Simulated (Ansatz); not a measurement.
**A constructed model of the (111) surface of fcc Pt, a pseudomorphic layer of Pd in the host's stacking (bottom of the slab: a bare face, its two planes held)**

Computed with PBE (plane waves to 420 eV, PAW; Ansatz, a first-principles code).

Set-up: 7 atoms, 13.8 Å thick at the start; mesh 15x15x1; 0.1 eV smearing; dipole correction on; 2 atoms held, the rest relaxed; held to the start's symmetry, so lower structures may exist; no spin, no spin-orbit, no U. In PBE it is, or lies within 0.01 eV a 1x1 cell of, the lowest of the 2 structures of its composition computed so far; larger cells were not tried.

work function of the top face: 5.14 eV
energy released by relaxation: 0.020 eV
cost: very roughly 2.3 core-minutes
